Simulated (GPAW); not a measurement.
Worked example: self-consistent single point of Y₂Al₃Si₂ (P1, 7 atoms in the cell) in GPAW.

Method of the run: LDA (Perdew-Wang 92), GPAW PAW datasets LDA (gpaw-data 1.0.1) (plane waves; GPAW).

```
CELL_PARAMETERS angstrom
      5.07840    -2.02025     0.00000
      5.07840     2.02025     0.00000
     -1.27776     0.00000     6.48250
ATOMIC_POSITIONS crystal
  Y  0.38261 0.37927 0.67464
  Y  0.62367 0.61418 0.32609
  Al 0.68443 0.70480 0.87152
  Al 0.30488 0.30932 0.13353
  Al 0.99768 0.00258 0.99447
  Si 0.91442 0.90080 0.36022
  Si 0.09230 0.08905 0.63954
```

Reference input (self-consistent single point, DFT PBEsol, plane waves, GPAW PAW datasets PBEsol (made by gpaw-setup)): mode = pw; ecut = 550 eV; xc = PBEsol; kpts = 5 5 3; mesh shift (steps) = 0 0 0; occupations.name = methfessel-paxton; occupations.width = 0.1 eV; occupations.order = 0; nbands = -15; convergence.forces = 0.001 eV/Å; symmetry.symmorphic = false; symmetry.tolerance = 0.0005. This run's input differs from it in these lines:

```diff
@@ -18,3 +18,3 @@
 calc = GPAW(mode=PW(550),
-            xc='PBEsol',
+            xc='LDA',
             kpts=(5, 5, 3),
```

Its files differ too (potentials: GPAW PAW datasets LDA (gpaw-data 1.0.1)).

Output, abridged:

```
     iter     time        total  log10-change:
                         energy   eigst   dens  force
iter:   1 --:--:--   -39.462781
iter:   2 --:--:--   -39.422884   -1.58  -1.18
iter:   3 --:--:--   -39.234034   -1.42  -1.20
iter:   4 --:--:--   -39.198653   -3.03  -1.49
iter:   5 --:--:--   -39.226398   -2.22  -1.54
iter:   6 --:--:--   -39.222652   -2.57  -1.95
iter:   7 --:--:--   -39.195176   -3.15  -2.09
iter:   8 --:--:--   -39.194403   -4.37  -2.36
iter:   9 --:--:--   -39.189780c  -3.51  -2.43
iter:  10 --:--:--   -39.189620c  -4.30  -2.99
iter:  11 --:--:--   -39.189583c  -5.78  -3.11
iter:  12 --:--:--   -39.189521c  -5.60  -3.24
iter:  13 --:--:--   -39.189515c  -5.94  -3.48
iter:  14 --:--:--   -39.189511c  -6.56  -3.53
iter:  15 --:--:--   -39.189504c  -6.43  -3.63
iter:  16 --:--:--   -39.189504c  -7.34  -3.94
iter:  17 --:--:--   -39.189503c  -7.59c -4.02c
iter:  18 --:--:--   -39.189503c  -8.24c -4.29c -2.73
iter:  19 --:--:--   -39.189503c  -8.27c -4.37c -2.55
iter:  20 --:--:--   -39.189503c  -8.34c -4.48c -2.72
iter:  21 --:--:--   -39.189503c  -8.00c -4.59c -2.52
iter:  22 --:--:--   -39.189503c  -9.28c -4.88c -3.09c
Converged after 22 iterations.

Dipole moment: (-0.201227, -0.034286, 1.127133) |e|*Ang

Energy contributions relative to reference atoms: (reference = -219428.463134)

Kinetic:        +28.743152
Potential:      -19.065961
External:        +0.000000
XC:             -48.464062
Entropy (-ST):   -0.009557
Local:           -0.397854
SIC:             +0.000000
--------------------------
Free energy:    -39.194281
Extrapolated:   -39.189503

Showing only first 2 kpts
 Kpt  Band  Eigenvalues  Occupancy
  0    17      6.21445    2.00000
  0    18      7.66908    0.16581
  0    19      7.75022    0.01130
  0    20      7.89891    0.00000

  1    17      6.66397    2.00000
  1    18      7.10617    2.00000
  1    19      8.33976    0.00000
  1    20      8.40373    0.00000

Fermi level: 7.57109

No gap
   [... lines left out ...]
  1 Y     0.14122    0.09999   -0.25929
  2 Al    0.02215   -0.24546   -0.20690
  3 Al   -0.05784   -0.08155    0.09962
  4 Al   -0.00346   -0.06620    0.26548
  5 Si   -0.17232    0.18265   -0.08718
  6 Si    0.31668    0.10006    0.05545

Stress tensor:
     0.024954    -0.000397    -0.000863
    -0.000397     0.021146    -0.000355
    -0.000863    -0.000355     0.019600
Stress (GPa, Voigt): [ 3.998   3.388   3.1403 -0.0568 -0.1383 -0.0636]
```

The run converged in 22 iterations. GPAW prints stress with tension positive. Against the reference run the pressure goes from -1.39 to -3.51 GPa and the largest force goes from 0.376 to 0.337 eV/Å.

The starting cell comes from a database of computed structures (which also holds hypothetical and non-ambient phases and stackings), without a prior relaxation at this level. Its atoms were displaced at random from the sites of space group no. 12. With a pressure of about -4 GPa the cell is away from its equilibrium volume at this level.

Cost on one core of a shared machine: roughly 3 min.
